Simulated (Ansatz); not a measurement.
An Ansatz (a first-principles code) input (Ansatz r2SCAN, no spin-orbit coupling):

Ansatz 0.2 input:
```yaml
crystal:
  lattice:
    - [0.0095305439, 3.2863944465, 3.2863944465]
    - [3.2863944465, 0.0095305439, 3.2863944465]
    - [3.2959249904, 3.2959249904, 0]
  atoms:
    - { symbol: Hg, position: [0, 0, 0] }
    - { symbol: Te, position: [0.25, 0.25, 0.25] }
basis: { ecutwfc: 500, ecutrho_ratio: 4, xc_grid: 4, fft_grid_basis: typed }
kpoints: { mp_grid: { grid: [12, 12, 12] } }
hamiltonian:
  xc: r2scan
  dispersion: none
  pseudopotentials: { kind: paw }
scf: { occupations: { method: fermi_dirac, width: 0.05 }, convergence: { dr2_threshold: 0.0000000002 } }
relax: { f_tol: 0.005, max_steps: 50 }
output: { forces: true, stress: true }
checkpoint: { write: state.ck, write_every: 1000 }
```

Question: Which symmetry and how many k-points will the program report, and about how many plane waves at Γ?

Answer: Space group Imm2 (ITA 44) with 4 operations, k-points 280 of 1728, and 1811 plane waves at Γ.

The cells carry an imposed strain or load. Whether these cells are dynamically stable was not tested. The final runs are not spin-polarised. The cell was made from HgTe in the zinc blende structure (space group F-43m, No. 216) by this change: tensor shear ε_xy = +0.29 %.
